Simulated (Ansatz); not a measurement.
CsCl-type TiCo was calculated with PBE (Ansatz, a program for electronic structure, PAW).

Run with plane-wave cutoff 520 eV, 22×22×22 k mesh, Fermi–Dirac smearing 0.03 eV (set by the program), no spin polarisation, scalar-relativistic PAW data made under PBE.

Computed at the level's own relaxed cell.

Task: Predict the elastic constant C12, Poisson ratio, elastic constant C11, polycrystal shear modulus (Hill average), Voigt–Reuss–Hill bulk modulus and elastic constant C44.

Result: 
* **elastic constant C12**: 160 GPa
* **Poisson ratio**: 0.387
* **elastic constant C11**: 216 GPa
* **polycrystal shear modulus (Hill average)**: 43.5 GPa
* **Voigt–Reuss–Hill bulk modulus**: 179 GPa
* **elastic constant C44**: 58.6 GPa

Elastic constants are with the ions relaxed.

The computed numbers hold no vibrational or temperature effects.

The result took very roughly 7 core-minutes.
